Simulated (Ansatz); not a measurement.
Base system: GaAs in the zinc blende structure (space group F-43m, No. 216; a = 5.6590 Å). Axes: x, y, z lie along the cube axes.

The change: uniaxial stress, 3 GPa tension along z, with the cell and atoms free to relax against it.

Levels (all Ansatz, an electronic-structure program, PAW): PBEsol (420 eV, spin-orbit coupling left out); r2SCAN (500 eV, scalar-relativistic without spin-orbit coupling); HSE06 (420 eV, without spin-orbit coupling).

One geometry, relaxed with PBEsol, under each level:

| level | band gap | lowest conduction level above the VBM at special points | electron mass | pressure |
|---|---|---|---|---|
| PBEsol | 0.20 eV | Γ 0.20 eV; N 0.75 eV; X 1.21 eV; M 1.49 eV | – | -1.00 GPa |
| r2SCAN | 0.76 eV | Γ 0.76 eV; N 1.19 eV; X 1.60 eV; M 1.91 eV | 0.052 mₑ along z, 0.043 mₑ across (at Γ) | -0.77 GPa |
| HSE06 | … | … | – | – |

**Question.** Give the withheld HSE06 results.

**Answer.** 
- HSE06, band gap: 1.15 eV
- HSE06, lowest conduction level above the VBM at special points: Γ 1.15 eV; N 1.56 eV; X 1.90 eV

Single points use the geometry relaxed with PBEsol. Their cutoffs differ, which shifts pressures a little. Load acts through the strain it causes; cell and atoms are relaxed under it. Masses are band curvatures over ±0.01 Å⁻¹ around the edge. Stability under load was not tested beyond the relaxation. The zero or small gap of GaAs under uniaxial stress, 3 GPa tension along z can change with the level of theory. Labels are those of the standard path for the cell's own space group.
